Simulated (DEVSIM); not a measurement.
Device: abrupt InP n-p junction, at 400 K.

Layer 1 from the left is InP, thickness (μm) 12.0, Nd (cm⁻³) 1.7e15, τn (s) 7.5e-8, τp (s) 7.5e-8. Layer 2 from the left is InP, thickness (μm) 5.80, Na (cm⁻³) 5.5e16, τn (s) 7.5e-8, τp (s) 7.5e-8.

Left contact: ohmic. Right contact: ohmic. Voltage is applied to the left contact. Recombination: SRH at mid-gap, radiative. Mobility is constant in doping.

This is a model device: material constants are rounded textbook-type values typed into the input, and sizes, dopings and lifetimes were drawn at random. Values at 300 K; Nc and Nv go as T^1.5, mobilities as T to minus their exponent, the gap by Varshni's rule with the affinity fixed.

InP: gap (eV) 1.344, affinity (eV) 4.38, permittivity 12.5, Nc (cm⁻³) 5.7e17, Nv (cm⁻³) 1.1e19, μn (cm²/Vs) 5200, μp (cm²/Vs) 170, T exponent of μn 2, T exponent of μp 2, B (cm³/s) 1.2e-10, Varshni α (eV/K) 0.000363, Varshni β (K) 162.

Model (solved in DEVSIM): 1D drift-diffusion, Boltzmann statistics, complete ionisation; no tunnelling, impact ionisation, image-force lowering or self-heating.

**Question.** What does the simulation give for the potential step across the device at zero bias, the dark forward voltage at 1 A/cm²?

**Answer.** potential step across the device at zero bias 0.899 V; dark forward voltage at 1 A/cm² 0.742 V.
